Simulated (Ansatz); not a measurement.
LiSrH3 (model structure, started from the BaLiH3 type, Pm-3m, No. 221, 5 atoms in the cell), treated with PBE (Ansatz, a first-principles code, plane waves, PAW).

Settings: plane-wave cutoff 520 eV, 10×10×10 k mesh, Fermi–Dirac smearing 0.01 eV, scalar-relativistic PAW data made under PBE.

Cell (relaxed with PBEsol):

LiSrH$_{3}$ has the cubic space group Pm-3m (No. 221), the cubic perovskite structure, Pearson symbol cP5. Conventional cell: a = 3.7524 Å, b = 3.7524 Å, c = 3.7524 Å, α = 90.00°, β = 90.00°, γ = 90.00°. Sr on 1a has 12 H at 2.653 Å (cuboctahedral). Li on 1b is coordinated by 6 H at 1.876 Å (octahedral). H on 3c is surrounded by 2 Li at 1.876 Å and 4 Sr at 2.653 Å (octahedral). (Neighbours: up to the widest gap in distance over summed covalent radii, below 1.35, at either atom; cation-cation and far metal-metal contacts left out.)

### Question
What does this level give for the band gap, smallest direct gap on the k points sampled and direct gap at Γ?

### Answer

- band gap: 1.87 eV
- smallest direct gap on the k points sampled: 2.90 eV
- direct gap at Γ: 6.94 eV

Note: the relaxation could raise the start's symmetry but not lower it, so the cell can be a saddle point; cell and atoms aren't relaxed at this level (pressure 1.9 GPa).

Spin–orbit coupling is not included.

Computed values are for the static lattice.

It cost around 8 core-seconds (rough) of CPU time.

A model structure was made by putting elements into a prototype or built by hand; it is no filed structure, need not be a known phase, and can be a saddle point held by its symmetry.
